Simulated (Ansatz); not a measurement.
Ga2O3, response to strain

The reference is Ga2O3 in the corundum structure (space group R-3c, No. 167; a = 4.9499 Å, c = 13.3058 Å (hexagonal axes)).

Strains are applied to the cell and any free atomic positions relax.

Calculations: Kohn–Sham DFT with the LDA functional, run in Ansatz (a first-principles code) with PAW and 420 eV plane waves, spin-orbit coupling left out.

Notes on the quantities. pressure: mean of the normal stresses, compression positive.

```tsv
isotropic strain (%)	pressure (GPa)
0	0.0
0.75	-5.1
1.5	?
2.25	-13.8
3	-17.4
```

Task: Fit P = P₀ − Bδ + Cδ² with δ = (1 + ε)³ − 1 to the rows shown and predict the withheld row.

Result: Least squares on the printed values gives P₀ = 0.0 GPa, B = 236 GPa (at held cell shape), C = 525 GPa (largest residual 0.0 GPa); this predicts -9.7 GPa, and the run gives -9.7 GPa, in agreement.

Whether these cells are dynamically stable was not tested.
